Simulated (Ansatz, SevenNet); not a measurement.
For PbTe (model structure, started from the litharge type, P4/nmm, No. 129, 4 atoms in the cell), the machine-learned potential SevenNet-l3i5 (trained on PBE and PBE+U data) gives:

| Item | Result |
|---|---|
| equilibrium lattice constant a | 5.618 Å |
| lattice parameter c | 6.914 Å |

What does r²SCAN+rVV10 (Ansatz, a first-principles code, plane waves, PAW) give for the same quantities?


- lattice constant a: 5.614 Å (falls by 0.1 %)
- lattice parameter c: 4.237 Å (falls by 39 %)

Changes are worked out from the printed values.

Unless a cell is named, each level is at its own relaxed cell (SevenNet-l3i5 54.55, r²SCAN+rVV10 33.38 Å³/atom).

Levels without +SOC leave out spin–orbit coupling, which shifts energies and cells of such heavy elements.

Caveats: the cell has another shape than the first-principles one, perhaps another minimum in the same group (SevenNet-l3i5). Ansatz's density-functional and Hartree–Fock values are scalar-relativistic unless marked +SOC, with PAW data made under PBE.

A model structure was made by putting elements into a prototype or built by hand; it is no filed structure, need not be a known phase, and can be a saddle point held by its symmetry.
